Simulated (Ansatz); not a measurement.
Consider CoPtO2 (space group R-3m, No. 166; a = 2.8537 Å, c = 17.9041 Å (hexagonal axes); non-magnetic).

The values are results of Kohn–Sham DFT with the PBE functional, run in Ansatz (a first-principles code) with PAW and 420 eV plane waves, scalar-relativistic without spin-orbit coupling, not measurements.

Before the change:

| Property | Value |
|---|---|
| Shortest interatomic distance | 1.913 Å |
| Density | 11.28 g/cm³ |
| c/a ratio | 6.274 |

Modification: a hydrostatic pressure of 7.5 GPa.

**Question.** How does this affect the shortest interatomic distance, density and c/a ratio?

**Answer.** The shortest interatomic distance decreases by 0.018 Å (1.913 Å → 1.895 Å); the density grows by 0.353 g/cm³ (11.28 g/cm³ → 11.64 g/cm³); the c/a ratio grows by 0.046 to 6.320.

Load acts through the strain it causes; cell and atoms are relaxed under it. No phonon test of stability was made. Competing high-pressure phases were not computed. Starting moments died away, wholly or in part, for the base; another magnetic solution may exist. No Hubbard U is applied and the magnetic state is the run's own (CoPtO2 not spin-polarised; CoPtO2 non-magnetic); small cells can't hold the antiferromagnetic order that many such compounds have, so gaps and moments can be off. All final runs are without spin polarisation. An odd electron count without spin: CoPtO2.
